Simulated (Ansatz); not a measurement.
## Worked example: self-consistent single point of LuBi (Fm-3m, 2 atoms in the cell) in Ansatz

Computed with LDA (PW92), default PAW files made with PBE (plane waves; Ansatz, an electronic-structure program).

Input:

Ansatz 0.2 input:
```yaml
# LuBi
crystal:
  lattice:
    - [0.000000, 3.117475, 3.117475]
    - [3.117475, 0.000000, 3.117475]
    - [3.117475, 3.117475, 0.000000]
  atoms:
    - { symbol: Lu, position: [0.500000, 0.500000, 0.500000] }
    - { symbol: Bi, position: [0.000000, 0.000000, 0.000000] }
basis:
  ecutwfc: 420.0
kpoints:
  mp_grid: { grid: [9, 9, 9] }
hamiltonian:
  xc: lda
  pseudopotentials: { kind: paw }
scf:
  occupations: { method: fermi_dirac, width: 0.1 }
output:
  forces: true
  eigenvalues: true
  stress: true
```

Log, with long lists cut:

```
WARN ansatz: RAYON_NUM_THREADS=1 ignored (pool sized by the plan → 1); use --threads N
Pseudopotentials: kind: paw
Pseudopotential: Lu, paw, valence charge 25
Pseudopotential: Bi, paw, valence charge 15
Crystal: 2 atoms, lattice volume = 60.595 Å³
Basis set: ecut = 420 eV, 1243 PW (Γ)
Bands: 24, of which v1, the nominal top of the filled ones, is band 20 counted from 1 (19 counted from 0)
Symmetry: 48 space group operations
Space group: Fm-3m (ITA 225), of the structure as read, at distance tolerance 3.9e-5 Å
k-points: 35 of 729
PAW frozen core: Lu, regenerated for the run's functional, and the local potential with it
PAW frozen core: Bi, regenerated for the run's functional, and the local potential with it
Initial density: superposition of atomic densities (neutral atoms: chi_scale 0, normalization atom), corrected by the library's trained network
Initial wavefunctions: pseudopotential atomic-orbital guess
Eigensolver: davidson
Functional: x = slater, c = lda
SCF iter   1: F=—  HF=-26580.363583 eV  |F-HF|=—  |Δ(HF+E_count)|=         —  Δρ=3.44e-3  dr2=4.75e-3  ethr=1.77e-3  ⟨swp⟩=5.3  Hψ=3975  notcnv=0
all-band conjugate gradients solve this SCF's bands
preconditioner: auto → Kerker (q_TF=auto, 2.546 Å⁻¹)
SCF iter   2: F=—  HF=-26580.360444 eV  |F-HF|=—  |Δ(HF+E_count)|=   3.14e-3  Δρ=2.13e-3  dr2=2.00e-3  ethr=1.19e-5  ⟨swp⟩=3.3  Hψ=2173  notcnv=0
SCF iter   3: F=—  HF=-26580.360074 eV  |F-HF|=—  |Δ(HF+E_count)|=   3.70e-4  Δρ=1.22e-3  dr2=8.50e-4  ethr=5.01e-6  ⟨swp⟩=2.5  Hψ=1579  notcnv=0
SCF iter   4: F=—  HF=-26580.359836 eV  |F-HF|=—  |Δ(HF+E_count)|=   2.38e-4  Δρ=3.21e-4  dr2=1.05e-4  ethr=2.12e-6  ⟨swp⟩=2.0  Hψ=1267  notcnv=0
SCF iter   5: F=—  HF=-26580.359824 eV  |F-HF|=—  |Δ(HF+E_count)|=   1.20e-5  Δρ=1.48e-4  dr2=7.19e-6  ethr=2.64e-7  ⟨swp⟩=2.2  Hψ=1608  notcnv=0
SCF iter   6: F=—  HF=-26580.359812 eV  |F-HF|=—  |Δ(HF+E_count)|=   1.24e-5  Δρ=3.24e-5  dr2=6.46e-7  ethr=1.80e-8  ⟨swp⟩=3.1  Hψ=1906  notcnv=0
SCF iter   7: F=—  HF=-26580.359812 eV  |F-HF|=—  |Δ(HF+E_count)|=   3.01e-7  Δρ=1.65e-5  dr2=1.48e-7  ethr=1.61e-9  ⟨swp⟩=2.2  Hψ=1493  notcnv=0
SCF iter   8: F=-26580.359812 eV  HF=-26580.359812 eV  |F-HF|=2.56e-8  |Δ(HF+E_count)|=   1.09e-7  Δρ=4.90e-6  dr2=1.40e-8  ethr=2.50e-10  ⟨swp⟩=8.6  Hψ=5374  notcnv=0
SCF 1 converged in 8 iterations: F = -26580.359812 eV  dr2 = 1.40e-8
SCF converged after 8 iterations
Free energy (F): -26580.359812 eV
Harris-Foulkes:  -26580.359812 eV  (|F-HF|=2.56e-8)
Internal energy: -26580.347769 eV  (E = F + TS)
E sigma→0 (E₀):  -26580.353790 eV
Entropy (-TS):   -0.012043 eV (-6.022 meV/atom)
Fermi energy:    12.215329 eV
--- Per-component energies (eV) ---
  E_band       = -127.277288
  E_kinetic    = 722.696174
  E_local      = -8656.016523  (includes V_loc(G=0)·N_el)
  E_nonlocal   = 1149.210676
  E_hartree    = 3501.100989
  E_xc         = -365.954604
  E_vxc        = -401.547990  (∫ρ·V_xc dr)
  E_paw        = -17489.696130  (= ΣΔE_a)
  E_vpaw       = 56.183350  (= ΣTr[D̂ρ^β])
  E_aug_tail   = -0.000498  (compensation charges beyond the density's cutoff)
  E_ewald      = -5444.001602
  E_core_change = 2.313750  (= ΣΔE_core)
  E_smearing   = -0.012043  (= −TS)
  E_closure    = -0.000000  (closes the sum)
  Σ components = -26580.359812   (vs F -26580.359812, Δ=0.00e0)
--- Forces (eV/Å), atoms counted from 1 ---
  atom   1  Lu     0.00000000    -0.00000000     0.00000000
  atom   2  Bi    -0.00000000    -0.00000000    -0.00000000
  max |Σ_I F_I| component: 5.46e-29 eV/Å
--- Stress (GPa, compression-positive) ---
       -4.712377       0.000000      -0.000000
       -0.000000      -4.712377      -0.000000
        0.000000       0.000000      -4.712377
  P = ⅓ Tr σ = -4.7124 GPa (-47.124 kbar)
  The stress holds the Pulay correction. Without it, at fixed plane waves, as pw.x and ABINIT print it: P = -4.7429 GPa
--- Band table (eV; the first three rows and the last of 35) ---
  k-point 0: bands = ["-44.7496", "-15.3980", "-15.3980", "-15.3980", "-9.8594", "-9.8594", "-9.8013", "-9.8013", "-9.8013", "0.5503", "6.4396", "6.4396", "6.4396", "6.4424", "6.4679", "6.4679", "6.4679", "13.0304", "13.0304", "13.0304", "13.2967", [...]
  k-point 1: bands = ["-44.7495", "-15.4035", "-15.4000", "-15.4000", "-9.8556", "-9.8556", "-9.8004", "-9.7999", "-9.7999", "0.6627", "6.4392", "6.4426", "6.4426", "6.4436", "6.4664", "6.4664", "6.4680", "11.3882", "12.2291", "12.2291", "13.4477", [...]
  k-point 2: bands = ["-44.7492", "-15.4175", "-15.4050", "-15.4050", "-9.8459", "-9.8459", "-9.7981", "-9.7963", "-9.7963", "0.9732", "6.4399", "6.4467", "6.4505", "6.4505", "6.4629", "6.4629", "6.4682", "9.6682", "11.3600", "11.3600", "13.5363", [...]
  k-point 34: bands = ["-44.7486", "-15.4283", "-15.4217", "-15.4207", "-9.8568", "-9.8332", "-9.7960", "-9.7910", "-9.7810", "1.7634", "6.4480", "6.4530", "6.4548", "6.4560", "6.4609", "6.4625", "6.4745", "8.9534", "9.6598", "9.8832", "14.1289", [...]
```

The run converged in 8 iterations.

The starting cell comes from a database of computed structures (which also holds hypothetical and non-ambient phases and stackings), without a prior relaxation at this level. Its lattice was rescaled by up to half a per cent. Spin-orbit coupling is off. With a pressure of about -5 GPa the cell is away from its equilibrium volume at this level. Ansatz's pressure includes its estimate of the finite-basis (Pulay) stress.
